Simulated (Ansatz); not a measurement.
The parent structure is Cu in the fcc (Cu type) structure (space group Fm-3m, No. 225; a = 3.564 Å).

It is then changed as follows: a fraction x = 0.333 of the Cu sites is given to Au, ordered in a cell of 3 atoms (starting symmetry P-3m1) and fully relaxed.

The other end (x = 1) is Au in the fcc (Cu type) structure (space group Fm-3m, No. 225): 17.02 Å³/atom, gap zero.

Levels (all Ansatz, a first-principles code, PAW): PBEsol (420 eV, no spin-orbit coupling); PBEsol+SOC (420 eV, with spin-orbit coupling).

The geometry is relaxed with PBEsol.

| Item | Result |
|---|---|
| PBEsol pressure | 0.0 GPa |

Problem. Predict the pressure from PBEsol+SOC.

Solution. The pressure goes from zero to -0.7 GPa.

Single points use the geometry relaxed with PBEsol. The spin-orbit shifts are approximate. Each cell is one ordered arrangement of few atoms, which overstates ordering effects compared with a random alloy. Whether these cells are dynamically stable was not tested. The runs without spin-orbit coupling are not spin-polarised.
